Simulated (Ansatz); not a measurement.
Surface energy of faces of hcp Tl in PBE and in RPBE, in Ansatz (plane waves, PAW). Symmetric slabs relaxed with PBE from ideal cuts in 1x1 cells (the lowest computed cut and spin start of each face; real faces may reconstruct in larger cells); RPBE values are single points on them, with the bulk at the same level. No spin-orbit coupling, no U.

```tsv
face	PBE (J/m²)	RPBE (J/m²)
(0001)	0.28	0.18
(10-10)	0.25	0.15
(10-11)	0.28	0.17
(10-12)	0.30	?
(11-20)	0.30	0.19
(11-21)	0.30	0.20
(11-22)	0.28	0.18
(20-21)	0.26	0.16
(21-30)	0.28	0.18
```

### Question
Fit a straight line y = a·x + b by least squares to the 8 complete rows (x: PBE (J/m²); y: RPBE (J/m²)).

### Answer
the means are x̄ = 0.2788 and ȳ = 0.1762; Σ(x − x̄)² = 0.0020875 and Σ(x − x̄)(y − ȳ) = 0.0018625, so a = 0.892 and b = ȳ − a·x̄ = -0.072. The largest residual is 0.007.

### Question
What does the line predict for the withheld row, (10-12), and what did the calculation give?

### Answer
the line gives 0.20; the calculation gave 0.20, a miss of 0.00, of the size of the fitted rows' scatter and rounding.

Ansatz is a program for electronic structure.
